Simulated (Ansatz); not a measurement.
# A computed series for HfO2: response to strain

The parent structure is HfO$_{2}$ in the fluorite structure (space group Fm-3m, No. 225).

```
CELL_PARAMETERS angstrom
      0.00000     2.52923     2.52923
      2.52923     0.00000     2.52923
      2.52923     2.52923     0.00000
ATOMIC_POSITIONS crystal
  Hf 0.00000 0.00000 0.00000
  O  0.25000 0.25000 0.25000
  O  0.75000 0.75000 0.75000
```

Strains are applied to the cell and any free atomic positions relax.

All numbers come from r2SCAN in Ansatz (plane waves to 500 eV, PAW, scalar-relativistic without spin-orbit coupling).

```tsv
isotropic strain (%)	band gap (eV)
-1.98	4.46
-1.37	4.41
-0.69	?
0	4.30
0.81	4.24
5.35	3.86
```

**Question.** Fit E_g = E₀ + Dε (ε in %) to the rows shown and predict the withheld row.

**Answer.** Least squares on the printed values gives E₀ = 4.30 eV, D = -81.8 meV per % of strain (largest residual 0.01 eV); this predicts 4.36 eV, and the run gives 4.36 eV, in agreement.

With Hf present, leaving out spin-orbit coupling can change the band edges. Stability against distortions was not tested. This is not the structure that HfO2 has at room temperature and ambient pressure.

Ansatz is a quantum-chemistry and plane-wave program.
